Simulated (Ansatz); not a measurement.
## Phonon-limited transport in Ta2GaC (P6_3/mmc)

Given:

```
GaTa2C
1.0
    3.09322     0.00000     0.00000
   -1.54661     2.67881     0.00000
    0.00000     0.00000    13.49859
Ta Ga C
4 2 2
Direct
  0.33333   0.66667   0.59059
  0.66667   0.33333   0.40941
  0.66667   0.33333   0.09059
  0.33333   0.66667   0.90941
  0.33333   0.66667   0.25000
  0.66667   0.33333   0.75000
  0.00000   0.00000   0.00000
  0.00000   0.00000   0.50000
```

These are PBEsol, DFPT electron-phonon coupling, linearised Boltzmann equation (plane waves, PAW, scalar-relativistic; Ansatz, a program for electronic structure) values and carry that method's errors. How the cell was made: relaxed with this functional, without spin-orbit coupling.

```yaml
resistivity at 300 K: 13.8 (x), 13.8 (y), 42 (z) μΩ·cm
resistivity at 77 K: 1.86 (x), 1.86 (y), 5.6 (z) μΩ·cm
electron mean free path at 300 K (weighted by the current that each state carries): 8.1 (x), 8.1 (y), 7.2 (z) nm
electron-phonon coupling λ: 0.39
transport coupling λ_tr: 0.41 (x), 0.41 (y), 0.38 (z)
logarithmic_mean_phonon_energy: 19.6 meV
density of states at the Fermi level: 1.57 states/(eV·spin·cell)
drude_plasma_energy: 5.6 (x), 5.6 (y), 3.1 (z) eV
Tc for μ* = 0.10 (anisotropic Eliashberg): below 1 K
Tc for μ* = 0.13 (anisotropic Eliashberg): below 1 K
```

A metal at this level (no band gap). Only scattering by harmonic phonons is included (no impurities, grain boundaries, electron-electron scattering or thermal expansion). Spin-orbit coupling is left out, which matters with elements this heavy. Halving the electron mesh (32x32x8) moves the resistivity by up to 7 % at 300 K, the mean free path by up to 4 %, the coupling by up to 3 %. Smearing 0.20 eV; phonons on a 5x5x1 q mesh, which this run doesn't test and which matters most at low temperature. Tc comes from the anisotropic Migdal-Eliashberg equations with μ*, a chosen number, referred to 34 meV.

Computed structure with no diffraction record at hand here (it may be known, metastable or hypothetical): Ta2GaC (P6_3/mmc).
